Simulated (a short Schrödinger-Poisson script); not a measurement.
**MOS inversion layer, Si3N4 on p-type Ge(111)**

Structure: MOS inversion layer, Si3N4 on p-type Ge(111), at 300 K.

| layer | material | thickness (nm) | Na (cm⁻³) |
|---|---|---|---|
| 1 | Si3N4 | 1.8 | - |
| 2 | Ge | 340 | 1.5e18 |

The device is made up for the run: typed textbook-type constants, with dimensions and the other settings drawn at random. Si3N4: permittivity 7.5, conduction-band edge (eV) 1.9, gap (eV) 5.1, electron mass (mₑ) 0.5. Ge: permittivity 16, conduction-band edge (eV) 0, gap (eV) 0.664, Nv at 300 K (cm⁻³) 6e18.

Channel valleys (confinement mass, in-plane density-of-states mass, number): L1 1.59, 0.08, 1; L3 0.09, 0.34, 3. At the gate the conduction-band edge of layer 1 lies 2.13 eV − eVg above the Fermi level of the channel; the field vanishes at the back. Gaps are held at their typed values at every temperature. Mesh 0.03 nm at interfaces.

Solved with a short Schrödinger-Poisson script written for these runs: 1D Poisson equation in equilibrium, electrons quantum, Hartree (BenDaniel-Duke, 12 states a valley, the channel's in-plane mass for all, wave functions ending at the dielectric), parabolic valleys, classical holes, full ionisation, no traps, pinning or gate leakage.

| Vg (V) | electrons (cm⁻²) | C (μF/cm²) | L1 E0 (meV) | L1 E1 (meV) | L3 E0 (meV) | L3 E1 (meV) |
|---|---|---|---|---|---|---|
| 0.1 | 3.65e6 | 0.592 | 329.8 | 378.5 | 431.0 | 535.7 |
| 0.2 | 7.13e7 | 0.539 | 250.6 | 303.8 | 361.6 | 480.4 |
| 0.3 | 1.54e9 | 0.504 | 169.6 | 226.6 | 289.1 | 419.8 |
| 0.4 | 3.36e10 | 0.599 | 88.5 | 149.0 | 215.7 | 356.4 |
| 0.5 | 3.86e11 | 1.35 | 20.7 | 84.6 | 154.9 | 303.2 |
| 0.6 | 1.32e12 | 1.92 | -22.2 | 45.8 | 119.4 | 272.2 |
| 0.7 | 2.53e12 | 2.16 | -53.2 | 19.7 | 96.7 | 252.9 |
| 0.8 | 3.87e12 | 2.29 | -78.8 | -0.4 | 80.3 | 239.5 |
| 0.9 | 5.30e12 | 2.37 | -101.6 | -17.0 | 67.6 | 229.8 |
| 1 | 6.78e12 | 2.43 | -122.5 | -31.4 | 57.4 | 222.4 |

Gate voltages with under 1e6 electrons/cm² are left out.

Subbands count from the Fermi level.

Only the L valleys are kept; under strong confinement the Δ valleys of Ge fill too.
